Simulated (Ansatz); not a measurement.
**Harmonic thermodynamics of rock salt CaO**

Per mole of formula units at the relaxed static volume; finite displacements on a 8×8×8 mesh, PBE density-functional theory in Ansatz (plane waves, PAW), k mesh 8×8×8; sums on an interpolated 16×16×16 mesh.  Zero-point energy 9.97 kJ/mol.

```tsv
T (K)	F_vib (kJ/mol)	S (J/mol/K)	C_V (J/mol/K)
100	9.76	7.6	17.5
150	9.15	17.0	28.9
200	[?]	[?]	[?]
250	6.52	34.9	40.1
300	4.59	42.4	42.7
400	-0.32	55.2	45.6
600	-13.37	74.2	47.9
800	-29.66	88.1	48.7
1000	-48.41	99.0	49.2
```

Fill in the missing entries.


- 200, F_vib (kJ/mol): 8.06
- 200, S (J/mol/K): 26.4
- 200, C_V (J/mol/K): 35.9

Whether this phase is the stable one at each condition was not tested.

Ansatz is a program for electronic structure.
